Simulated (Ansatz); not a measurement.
System: Na vacancy in rock-salt NaCl (charge state -1). Level of theory: PBE, PAW (plane waves to 420 eV; Ansatz, a quantum-chemistry and plane-wave program).

Settings: 64 host sites, the relaxed PBE lattice, the Γ point alone, smearing 0.01 eV, spin-restricted, no image-charge correction. No zero-point or tunnelling terms. The charge state is imposed; whether it is stable for some Fermi level was not computed. Forms of the defect that were not tried may lie lower.

Barriers: single points on a 2×2×2 k-point mesh shifted by half a step at the bands' geometries.

The only route run: one Na atom jumps into the vacancy from a nearby Na site; the atom moves 3.85 Å along (0.00, -0.48, -0.48) of the unit cell; the moving atom starts with neighbours 2 Cl at 2.80, 2 Cl at 2.86, 2 Cl at 2.91 Å and ends with 2 Cl at 2.80, 2 Cl at 2.86, 2 Cl at 2.91 Å. Its barrier is 0.62 eV. The saddle point's order was not checked, and it lies on a symmetry element of the cell, where a band can be held. The defect has 12 equivalent sites to jump to, 4.03 Å away. Attempt frequency: take 10 THz as a typical guess.

### Question
Estimate the defect's diffusion coefficient at 600 K, how far it wanders in 1 s, and how much an error of 0.1 eV in the barrier would matter.

### Answer
kT = 0.0517 eV, so each jump happens at Γ = ν exp(−E/kT) = 1.0e13 × exp(−11.99) ≈ 6.2e+07 s⁻¹. For uncorrelated jumps in a cubic host D = z λ² Γ / 6 = 12 × (4.03e-8 cm)² × 6.2e+07 / 6 ≈ 2.0e-07 cm²/s. The root-mean-square distance is √(6Dt) ≈ 10 µm. An error of 0.1 eV changes D by a factor exp(0.1/kT) ≈ 6.9, and the distance by its square root. This is the isolated defect's own diffusivity; trapping, its concentration and zero-point motion are left out.
